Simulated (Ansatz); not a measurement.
## SnGe (model structure, started from the PtS type, P4₂/mmc, No. 131, 4 atoms in the cell)

Calculation: PBE (plane waves, PAW; Ansatz, an electronic-structure program).

Numerical settings: plane-wave cutoff 500 eV, 10×10×6 k mesh (along the axes of the cell as run), Fermi–Dirac smearing 0.05 eV, scalar-relativistic PAW data made under PBE.

Cell (relaxed at this level):

```yaml
crystal:
  lattice:
    - [4.02013, 0.00000, 0.00000]
    - [0.00000, 4.02013, 0.00000]
    - [0.00000, 0.00000, 7.46776]
  atoms:
    - { symbol: Sn, position: [0.00000, 0.50000, 0.00000] }
    - { symbol: Sn, position: [0.50000, 0.00000, 0.50000] }
    - { symbol: Ge, position: [0.00000, 0.00000, 0.25000] }
    - { symbol: Ge, position: [0.00000, 0.00000, 0.75000] }
```

For SnGe (model structure, started from the PtS type, P4₂/mmc, No. 131, 4 atoms in the cell), the band gap is zero (no gap).

Note: the relaxation could raise the start's symmetry but not lower it, so the cell can be a saddle point.

Spin–orbit coupling is not included.

The computed numbers hold no vibrational or temperature effects.

Computing time: very roughly 110 core-seconds.

A model structure was made by putting elements into a prototype or built by hand; it is no filed structure, need not be a known phase, and can be a saddle point held by its symmetry.
